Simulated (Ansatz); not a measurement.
Thickness series in hypothetical P6_3/mmc HgI2

Take HgI2 in the 2H-MoS2 type structure (space group P6_3/mmc, No. 194; a hypothetical phase, not in the database extracts checked; layered, stacked along the Cartesian z axis) as the base.

```
HgI2
1.0
    4.07116     0.00000     0.00000
   -2.03558     3.52573     0.00000
    0.00000     0.00000    13.55917
Hg I
2 4
Direct
  0.33333   0.66667   0.25000
  0.66667   0.33333   0.75000
  0.33333   0.66667   0.61114
  0.66667   0.33333   0.11114
  0.66667   0.33333   0.38886
  0.33333   0.66667   0.88886
```

Free-standing slabs (3 atom(s) a layer) normal to the stacking axis with 15 Å of vacuum; in-plane cell relaxed.

Method: PBEsol-D3(BJ)/PAW in Ansatz (a quantum-chemistry and plane-wave program), spin-orbit coupling left out, earlier PAW set.

Notes on the quantities. layer's space group: with vacuum.

| case | band gap | shortest interatomic distance | layer's space group |
|---|---|---|---|
| base | zero | 3.012 Å | – |
| 1 layer | 0.90 eV | 3.017 Å | P-6m2 (No. 187) |
| 2 layers | ___ | 3.013 Å | P-3m1 (No. 164) |
| 3 layers | ___ | 3.012 Å | P-6m2 (No. 187) |

Task: Complete the table.

Result: 
- 2 layers, band gap: 0.62 eV
- 3 layers, band gap: 0.40 eV

With Hg and I present, leaving out spin-orbit coupling can change the band edges. No phonon test of stability was made. All final runs are without spin polarisation. A zero or small gap of HgI2 can be the functional's error rather than a property of the material.
